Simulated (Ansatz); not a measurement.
## Effect of pressure 15 GPa on Hf

The parent structure is Hf in the hcp (Mg type) structure (space group P6_3/mmc, No. 194; a = 3.204 Å, c = 5.069 Å).

Perturbation: a hydrostatic pressure of 15 GPa.

Level of theory: DFT with PBE, PAW potentials and a 420 eV plane-wave cutoff in Ansatz (a program for electronic structure), no spin-orbit coupling. Settings: 17×17×9 k-points, 0.05 eV Fermi–Dirac smearing.

Volume per atom: 20.08 Å³ (base 22.54 Å³)
Density: 14.76 g/cm³ (base 13.15 g/cm³)
Lattice parameter a: 3.079 Å (base 3.204 Å)
c/a ratio: 1.589 (base 1.582)
Shortest interatomic distance: 3.024 Å (base 3.138 Å)
Enthalpy H = E + PV relative to the base's energy: +1.99 eV/atom
Band gap: zero (base zero)

Final structure:

```yaml
crystal:
  lattice:
    - [3.07883, 0.00000, 0.00000]
    - [-1.53941, 2.66634, 0.00000]
    - [0.00000, 0.00000, 4.89240]
  atoms:
    - { symbol: Hf, position: [0.33333, 0.66667, 0.75000] }
    - { symbol: Hf, position: [0.66667, 0.33333, 0.25000] }
```

Load acts through the strain it causes; cell and atoms are relaxed under it. Stability against distortions was not tested. Competing high-pressure phases were not computed. All final runs are without spin polarisation.
